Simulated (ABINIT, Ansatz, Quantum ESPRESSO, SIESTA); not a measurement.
One structure in several programs: Lu3TlC (Pm-3m, 5 atoms in the cell)

Self-consistent single point.

```
CELL_PARAMETERS angstrom
      4.74607     0.00000     0.00000
      0.00000     4.74607     0.00000
      0.00000     0.00000     4.74607
ATOMIC_POSITIONS crystal
  Lu 0.50000 0.00000 0.50000
  Lu 0.00000 0.50000 0.50000
  Lu 0.50000 0.50000 0.00000
  Tl 0.00000 0.00000 0.00000
  C  0.50000 0.50000 0.50000
```

Shared settings, as Ansatz (a quantum-chemistry and plane-wave program) writes them: kpoints.mp_grid.grid = 2 2 2; scf.occupations.method = gaussian; scf.occupations.width = 0.136 eV. Potentials and cutoffs stand in the table.

```json
[
 {"code": "ABINIT", "model": "PBEsol, PAW (JTH v2.0 PBE PAW, files made for PBE)", "pressure (GPa)": "-1.42", "cutoff": "24 Ha"},
 {"code": "Quantum ESPRESSO", "model": "PBEsol, PSlibrary ultrasoft (PBE) pseudopotentials", "pressure (GPa)": "-2.18", "cutoff": "50 Ry"},
 {"code": "Ansatz", "model": "PBEsol, PAW files made with PBE", "pressure (GPa)": "-1.34", "cutoff": "default"},
 {"code": "SIESTA", "model": "GGA PBEsol, numerical atomic orbitals DZP, PseudoDojo PBEsol standard norm-conserving potentials (rewritten from UPF to PSML)", "pressure (GPa)": "-3.35", "cutoff": "grid 400 Ry"}
]
```

On Ansatz's run: spin-orbit coupling is off.

The spread over the programs that give each value: pressure within 2.01 GPa.

SIESTA uses small atom-centred bases, whose incompleteness enters pressures, forces and empty levels differently from a plane-wave cutoff. Ansatz's pressure is given at a fixed set of plane waves, as the other plane-wave codes print theirs; with its correction for the finite basis it is -1.26 GPa. In the pressure, SIESTA (by 1.92) lies more than 1 GPa from the median of the plane-wave programs.

On the base mesh (5 5 5) the same programs gave: Ansatz pressure -1.95 GPa; Quantum ESPRESSO pressure -2.75 GPa; ABINIT pressure -1.95 GPa; SIESTA pressure -4.58 GPa.

The values differ from the base mesh's, so the mesh still matters here: the table compares the programs at equal settings.

The starting cell comes from a database of computed structures (which also holds hypothetical and non-ambient phases and stackings), without a prior relaxation at this level.

Left out of this page: CP2K (on another mesh); FLEUR (not drawn, or without a comparable value).

Keys are those of Ansatz 0.2.
